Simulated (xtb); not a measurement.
xtb 6.7.1, GFN1-xTB: W(NMe)2(OH)(OSiH3) (C[N]=[W]([OH])(=[N]C)[O][SiH3]), 18 atoms. The geometry is a generated start, not checked to be a minimum at this level.

method: GFN1-xTB
--acc: 1 (default)
--etemp (K): 300 (default)
detailed input (--input): none: ANC optimiser, Lindh (1995) Hessian, microcycle=20, maxdispl=1.0, hlow=0.01 (default)
basis functions: 64
valence electrons: 50

```xyz
18

W      0.1249     0.4054     0.1128
N     -0.4864    -0.5705     1.4899
C     -1.1777    -1.5644     2.2368
H     -0.9341    -2.5715     1.8697
H     -0.9148    -1.5187     3.3024
H     -2.2640    -1.4207     2.1503
N     -0.3749    -0.2422    -1.4811
C     -0.9842    -1.0366    -2.4874
H     -0.7914    -2.1060    -2.3194
H     -2.0735    -0.8833    -2.4889
H     -0.6054    -0.7763    -3.4860
O     -0.8703     2.0956     0.2029
H     -1.7712     2.4390     0.1395
O      2.1346     0.0482     0.1120
Si     2.6461     1.5598     0.1307
H      2.7536     2.1421    -1.2307
H      3.9504     1.5974     0.7940
H      1.6381     2.4028     0.9527
```

Charge 0 and multiplicity 1 are set for this test and not shown to be the ground state.

The structure is relaxed from this start with --opt LEVEL for the levels crude, sloppy, loose, lax, normal, tight, vtight, extreme, once each. Up to the end of the extreme run atoms move by at most 1.3 Å along an axis.

### Question
Which level is enough to come within 20 meV of the tightest end point?

### Answer
sloppy: 23 cycles against 94, ending 8.5 meV above.

```tsv
level	cycles	energy above the extreme run (meV)	gradient norm (eV/Å)
crude	11	75	0.41
sloppy	23	8.5	0.16
loose	25	6.1	0.14
lax	26	5.6	0.091
normal	36	3.6	0.026
tight	68	0.38	0.0082
vtight	92	under 0.01	0.0081
extreme	94	—	0.0018
```
